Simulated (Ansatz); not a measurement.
The structure below was relaxed with PBE (Ansatz, a program for electronic structure; PAW; 420 eV plane waves; spin-orbit coupling left out).

Space group C2/m (No. 12); a = 11.0818 Å, b = 3.3880 Å, c = 7.4064 Å, α = 90.00°, β = 103.43°, γ = 90.00°

```json
[
 {"atom": "N", "site": "4i", "symmetry": "m", "x": "0.3844", "y": "0.0000", "z": "0.1098"},
 {"atom": "B", "site": "4i", "symmetry": "m", "x": "0.2273", "y": "0.0000", "z": "0.4613"},
 {"atom": "Y", "site": "2d", "symmetry": "2/m", "x": "0.0000", "y": "0.5000", "z": "0.5000"},
 {"atom": "Y", "site": "2a", "symmetry": "2/m", "x": "0.0000", "y": "0.0000", "z": "0.0000"},
 {"atom": "Y", "site": "4i", "symmetry": "m", "x": "0.2632", "y": "0.5000", "z": "0.1936"}
]
```

**Question.** Write out a cell with all atoms.

**Answer.** 
```xyz
16
Lattice="11.0818 0.0000 0.0000 0.0000 3.3880 0.0000 -1.7198 0.0000 7.2040" Properties=species:S:1:pos:R:3 pbc="T T T"
N      5.2915     0.0000     6.4127
B      7.2666     1.6940     3.3232
N      9.6113     1.6940     0.7913
B      7.6363     0.0000     3.8808
Y     -0.8599     1.6940     3.6020
Y      0.0000     0.0000     0.0000
Y      6.7782     1.6940     5.8091
Y      8.1246     0.0000     1.3949
N     -0.2494     1.6940     6.4127
B      1.7257     0.0000     3.3232
N      4.0704     0.0000     0.7913
B      2.0954     1.6940     3.8808
Y      4.6810     0.0000     3.6020
Y      5.5409     1.6940     0.0000
Y      1.2373     0.0000     5.8091
Y      2.5837     1.6940     1.3949
```
This is the conventional cell.

These are small ordered cells, not random alloys; other orderings at the same x differ. Whether these cells are dynamically stable was not tested. The final runs are not spin-polarised. The cell was made from YN by this change: x(B) = 0.5, 8 atoms, C2/m. Under x(B) = 0.5, 8 atoms, C2/m the cell changed shape so far that it is another structure.
